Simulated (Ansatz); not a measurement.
```yaml
crystal:
  lattice:
    - [2.89919, 0.00000, 0.00000]
    - [-1.44959, 2.51077, 0.00000]
    - [0.00000, 0.00000, 45.20000]
  atoms:
    - { symbol: N, position: [0.66667, 0.33333, 0.20106] }
    - { symbol: Si, position: [0.00000, 0.00000, 0.21228] }
    - { symbol: N, position: [0.00000, 0.00000, 0.25078] }
    - { symbol: W, position: [0.33333, 0.66667, 0.27848] }
    - { symbol: N, position: [0.00000, 0.00000, 0.30617] }
    - { symbol: Si, position: [0.00000, 0.00000, 0.34465] }
    - { symbol: N, position: [0.66667, 0.33333, 0.35581] }
    - { symbol: N, position: [0.33333, 0.66667, 0.42267] }
    - { symbol: Si, position: [0.00000, 0.00000, 0.43383] }
    - { symbol: N, position: [0.00000, 0.00000, 0.47231] }
    - { symbol: W, position: [0.66667, 0.33333, 0.50000] }
    - { symbol: N, position: [0.00000, 0.00000, 0.52769] }
    - { symbol: Si, position: [0.00000, 0.00000, 0.56617] }
    - { symbol: N, position: [0.33333, 0.66667, 0.57733] }
    - { symbol: N, position: [0.66667, 0.33333, 0.64419] }
    - { symbol: Si, position: [0.00000, 0.00000, 0.65535] }
    - { symbol: N, position: [0.00000, 0.00000, 0.69383] }
    - { symbol: W, position: [0.33333, 0.66667, 0.72152] }
    - { symbol: N, position: [0.00000, 0.00000, 0.74922] }
    - { symbol: Si, position: [0.00000, 0.00000, 0.78772] }
    - { symbol: N, position: [0.66667, 0.33333, 0.79894] }
```

The numbers are results of PBE+D3(BJ) (plane waves to 420 eV, PAW; Ansatz, a quantum-chemistry and plane-wave program), not measurements. Spin–orbit coupling is left out; with elements this heavy it can move edges by tenths of an eV. Its k-point mesh 12×12×1, Fermi–Dirac width 0.01 eV. A dipole correction is on.

Task: Name the layers and their stacking, and give its gap.

Result: 3 layers of WSi2N4, started at antiparallel, no shift (facing atoms over hollows or bridges).
- step of the vacuum level across the stack (top less bottom): 0.00 eV
- PBE gap over the mesh and listed points off it: 1.97 eV, indirect (lowest direct gap 2.41 eV)
- valence and conduction edges under the vacuum level of the lower face: 5.07 and 3.10 eV
